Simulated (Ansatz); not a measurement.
# PbSe: pressure series

The parent structure is PbSe in the rock salt structure (space group Fm-3m, No. 225; a = 6.178 Å).

Cell and atoms are relaxed at each pressure.

Level of theory: r2SCAN in Ansatz (plane waves to 500 eV, PAW, without spin-orbit coupling).

```
pressure (GPa)  volume per atom (Å³/atom)
--------------  -------------------------
-2                                 30.764
-1                                 30.084
0                                  29.475
0.9                                28.985
2.1                                28.383
4.5                                     ?
9                                  25.833
```

Question: Fit the third-order Birch–Murnaghan form P(V) = (3B₀/2)[(V₀/V)^(7/3) − (V₀/V)^(5/3)]·[1 + (3/4)(B₀′ − 4)((V₀/V)^(2/3) − 1)] (squares taken in P) to the rows shown and predict the withheld row.

Answer: Least squares on the printed values gives V₀ = 29.477 Å³/atom, B₀ = 51.3 GPa, B₀′ = 4.3; this predicts 27.355 Å³/atom, and the run gives 27.359 Å³/atom, 0.004 higher.

Measured bulk modulus of PbSe: 47.9 GPa (room temperature; as listed in Kevin S. Knight et al., Materials Advances (2022)); the computed value is for a static lattice, so the two differ by thermal effects too.

Load acts through the strain it causes; cell and atoms are relaxed under it. Whether these cells are dynamically stable was not tested. Competing high-pressure phases were not computed.

Ansatz is a program for electronic structure.
